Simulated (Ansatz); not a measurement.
The parent structure is Li in the bcc (W type) structure (space group Im-3m, No. 229; a = 3.4775 Å). Axes: x, y, z lie along the cube axes.

Calculations: r2SCAN in Ansatz (plane waves to 500 eV, PAW, no spin-orbit coupling).

Strains are applied to the cell and any free atomic positions relax; under biaxial strain the out-of-plane vector relaxes too.

One change was made to it. Results:

The energy is nearly the same; the pressure (mean of the normal stresses, compression positive) hardly moves (0.0 GPa against 0.1 GPa); the volume per atom drops by 0.13 Å³ to 20.90 Å³.

Question: Which change produced these results?
A) tensor shear ε_xz = +0.63 %
B) uniaxial strain ε_yy = −1.11 %
C) biaxial strain −0.46 %, plane normal [111], relaxed out of plane
D) strain tensor (xx, yy, zz, yz, xz, xy) = (+0.32, −1.71, +0.12, +0.86, −0.48, −0.10) %

Answer: C, biaxial strain −0.46 %, plane normal [111], relaxed out of plane. For comparison, the volume per atom in the other runs: uniaxial strain ε_yy = −1.11 % gives 20.79 Å³; tensor shear ε_xz = +0.63 % gives 21.03 Å³; strain tensor (xx, yy, zz, yz, xz, xy) = (+0.32, −1.71, +0.12, +0.86, −0.48, −0.10) % gives 20.76 Å³.

Without a gap, meshes like the base's 19×19×19 leave anisotropic stresses uncertain by several tenths of a GPa, and small strain energies with them. No phonon test of stability was made.

Ansatz is a quantum-chemistry and plane-wave program.
